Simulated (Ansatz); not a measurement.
Effect of Mo → Cr on Mo

Take Mo in the bcc (W type) structure (space group Im-3m, No. 229; a = 3.1296 Å) as the base.

The change: full substitution Mo → Cr, then cell and atoms are relaxed.

Level of theory: Ansatz (a quantum-chemistry and plane-wave program) PBEsol, no SOC. Γ-centred 23×23×23 mesh, Fermi–Dirac width 0.05 eV, for the changed cell.

```tsv
quantity	base	changed	shift
density	10.40 g/cm³	7.75 g/cm³	-2.65 g/cm³
band gap	zero	zero	–
```

Whether these cells are dynamically stable was not tested. Seeded moments were not kept for Mo → Cr. The final runs are not spin-polarised. Real Cr is antiferromagnetic at low temperature and ambient pressure, an order that this cell doesn't hold.
